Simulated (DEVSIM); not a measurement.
Device: illuminated Si n-on-p cell, one wavelength, with a back-surface field, at 350 K.

```csv
layer (left to right),material,thickness (μm),Nd (cm⁻³),Na (cm⁻³),τn (s),τp (s),absorption coefficient (cm⁻¹)
1,Si,0.0820,5.7e17,-,1.3e-6,2.4e-7,84000
2,Si,56.0,-,3.7e16,1.1e-5,1.1e-5,84000
3,Si,0.440,-,2.5e18,1.1e-5,1.1e-5,84000
```

Left contact: ohmic, minority hole recombination velocity 9e6 cm/s. Right contact: ohmic, minority electron recombination velocity 40000 cm/s. Voltage is applied to the left contact. Recombination: SRH at mid-gap, radiative, Auger. Light enters at the left, 1.7e18 photons cm⁻² s⁻¹, one pass, no reflection. Mobility is μmin + (μ − μmin)/(1 + (N/Nref)^α).

Constants are typed, rounded textbook-type inputs, not results; the design itself was drawn at random and stands for no fabricated device. Values at 300 K; Nc and Nv go as T^1.5, mobilities as T to minus their exponent, the gap by Varshni's rule with the affinity fixed.

```
parameter               Si
----------------  --------
gap (eV)             1.124
affinity (eV)         4.05
permittivity          11.7
Nc (cm⁻³)          2.86e19
Nv (cm⁻³)           3.1e19
μn (cm²/Vs)           1417
μp (cm²/Vs)            470
μn,min                  52
μp,min                  45
Nref,n              9.7e16
Nref,p              2.2e17
αn                    0.68
αp                    0.72
T exponent of μn       2.3
T exponent of μp       2.2
B (cm³/s)          4.7e-15
Cn (cm⁶/s)         2.8e-31
Cp (cm⁶/s)         9.9e-32
Varshni α (eV/K)  0.000473
Varshni β (K)          636
```

DEVSIM, 1D drift-diffusion, Boltzmann statistics, complete ionisation; no tunnelling, impact ionisation, image-force lowering or self-heating.

Base results: short-circuit current (mA/cm²) 208; dark forward voltage at 1 A/cm² (V) 0.536; dark forward voltage at 100 A/cm² (V) 0.799; share of generated pairs collected at short circuit 0.765.

**Question.** What follows from this one change: recombination velocity at the right contact 40000 → 100 cm/s?

**Answer.** short-circuit current little changed (208 mA/cm²); dark forward voltage at 1 A/cm² little changed (0.536 V); dark forward voltage at 100 A/cm² 0.799 → 0.794 V; share of generated pairs collected at short circuit little changed (0.765).

**Question.** What follows from this one change: photon flux 1.7e+18 → 5.1e+18 cm^-2 s^-1?

**Answer.** short-circuit current 208 → 625 mA/cm²; dark forward voltage at 1 A/cm² little changed (0.536 V); dark forward voltage at 100 A/cm² little changed (0.799 V); share of generated pairs collected at short circuit little changed (0.765).

**Question.** What follows from this one change: constant mobility in place of the doping-dependent one?

**Answer.** short-circuit current 208 → 213 mA/cm²; dark forward voltage at 1 A/cm² 0.536 → 0.512 V; dark forward voltage at 100 A/cm² 0.799 → 0.781 V; share of generated pairs collected at short circuit 0.765 → 0.782.
